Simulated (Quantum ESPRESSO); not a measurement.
Troubleshooting Quantum ESPRESSO: a failed run on Li (Im-3m, 1 atom in the cell). The aim is a self-consistent single point with DFT, LDA (PW92), plane waves, PseudoDojo standard norm-conserving (LDA) pseudopotentials.

Cell that was meant: a = 2.9487 Å, b = 2.9487 Å, c = 2.9487 Å, α = 109.47°, β = 109.47°, γ = 109.47°.

Part of the input:

```fortran
   occupations = 'smearing'
   smearing = 'cold'
   degauss = 0.019992
   input_dft = 'tb09'
/
&electrons
   conv_thr = 1e-8
```

Log, with long lists cut:

```
 %%%%%%%%%%%%%%%%%%%%%%%%%%%%%%%%%%%%%%%%%%%%%%%%%%%%%%%%%%%%%%%%%%%%%%%%%%%%%%
     Error in routine set_dft_from_name (2):
     libxc needed for this functional
 %%%%%%%%%%%%%%%%%%%%%%%%%%%%%%%%%%%%%%%%%%%%%%%%%%%%%%%%%%%%%%%%%%%%%%%%%%%%%%

     stopping ...
```

Q: Read the log: what does the program object to, and what is the fix?

A: The fault is a functional that needs a library missing from this build. The functional is available through Libxc alone, and this build has none. To fix it, use a built-in functional, or a build with Libxc. The program stopped before any SCF iteration.

An input that runs soundly differs in these lines (not the only fix; some lines may just follow from the change or write a value another way):
```diff
-   input_dft = 'tb09'
```

With that input, the run converged in 4 iterations: free energy E − TS -193.6353 eV; Fermi level (on the code's own zero) 0.94 eV; pressure -0.54 GPa (DFT, LDA (PW92), plane waves, PseudoDojo standard norm-conserving (LDA) pseudopotentials).

On the sound input: the starting cell comes from a database of computed structures (which also holds hypothetical and non-ambient phases and stackings), without a prior relaxation at this level. Its lattice was rescaled by a random factor within 2.5 % of one.
